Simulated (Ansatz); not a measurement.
The parent structure is Te (space group P3_121, No. 152; a = 4.5209 Å, c = 5.9543 Å; made of chains).

(Cell as relaxed with PBE.)

Levels (all Ansatz, a quantum-chemistry and plane-wave program, PAW): PBE (420 eV, without spin-orbit coupling); r2SCAN (500 eV, spin-orbit coupling left out).

Each level relaxes its own structure.

| base | PBE | r2SCAN |
|---|---|---|
| volume per atom | 35.13 Å³ | 36.44 Å³ |
| lattice parameter a | 4.521 Å | 4.624 Å |
| band gap | 0.23 eV | 0.55 eV |

One thing is altered: every Te is replaced by Se; the structure is relaxed again.

| quantity | PBE | r2SCAN |
|---|---|---|
| smallest direct gap | 1.23 eV | 1.54 eV |
| shift of the gap caused by the change | +0.81 eV | +0.78 eV |
| band gap | 1.04 eV | 1.33 eV |
| c/a ratio | 1.113 | 1.108 |
| lattice parameter a | 4.531 Å | 4.506 Å |

PBE's smallest direct gap lies 0.31 eV below r2SCAN's; PBE's shift of the gap caused by the change lies 0.03 eV above r2SCAN's; PBE's band gap lies 0.29 eV below r2SCAN's; PBE's c/a ratio lies 0.005 above r2SCAN's; PBE's lattice parameter a lies 0.025 Å above r2SCAN's (0.6 %). Neither level is exact; r2SCAN is the comparison here, not a measurement.

With Te present, leaving out spin-orbit coupling can change the band edges. Whether these cells are dynamically stable was not tested. No dispersion term is included, though the crystal is made of layers, chains or molecules, so its spacings can come out too wide. A zero or small gap of Te can be the functional's error rather than a property of the material.
